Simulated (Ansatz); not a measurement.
Base system: SiC in the wurtzite structure (space group P6_3mc, No. 186; a = 3.092 Å, c = 5.074 Å). Axes: x lies along a and z along c of the hexagonal cell.

Calculations: PBE (Ansatz, an electronic-structure program; PAW; 420 eV plane waves; without spin-orbit coupling).

Base values:

- Smallest direct gap: 3.94 eV
- Band gap: 2.31 eV

Perturbation: compressive biaxial strain of 1.20 % in the plane normal to [001], as in epitaxy on a mismatched substrate; the out-of-plane cell vector and the atoms relax.

Task: What happens to the in-plane stress, smallest direct gap and band gap?

Result: The mean in-plane stress (compression positive) is +7.4 GPa; the smallest direct gap increases by 0.154 eV to 4.10 eV; the band gap falls by 0.153 eV, from 2.31 eV to 2.15 eV.

No phonon test of stability was made.
